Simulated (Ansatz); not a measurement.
# What uniaxial strain ε_xx = −1.50 % does to Zr

The reference is Zr in the hcp (Mg type) structure (space group P6_3/mmc, No. 194; a = 3.2443 Å, c = 5.1580 Å; relaxed with 0.1 eV smearing). Axes: x lies along a and z along c of the hexagonal cell.

Now apply this change: the cell is compressed by 1.50 % along x with no lateral relaxation; the atoms relax in the strained cell.

All numbers come from r2SCAN in Ansatz (plane waves to 500 eV, PAW, no spin-orbit coupling). k-mesh 20×20×11 (Γ-centred); smearing 0.1 eV (Fermi–Dirac).

| quantity | base | changed | shift |
|---|---|---|---|
| space group | P6_3/mmc (No. 194) | Cmcm (No. 63) | – |
| shortest interatomic distance | 318.7 pm | 316.8 pm | -1.9 pm |
| energy relative to the base (free energy F) | 0 meV/atom | +2.5 meV/atom | +2.5 meV/atom |
| pressure (mean of the normal stresses, compression positive) | 0.0 GPa | 1.4 GPa | +1.4 GPa |
| band gap | zero | zero | – |
| stress (xx, yy, zz, yz, xz, xy; compression positive) | – | (2.3, 1.1, 1.0, 0.0, 0.0, 0.0) GPa | – |

Final structure:

```
CELL_PARAMETERS angstrom
      3.19565     0.00000     0.00000
     -1.59783     2.80966     0.00000
      0.00000     0.00000     5.15800
ATOMIC_POSITIONS crystal
  Zr 0.66371 0.32743 0.75000
  Zr 0.33629 0.67257 0.25000
```

Stability against distortions was not tested. The final runs are not spin-polarised.

Ansatz is a quantum-chemistry and plane-wave program.
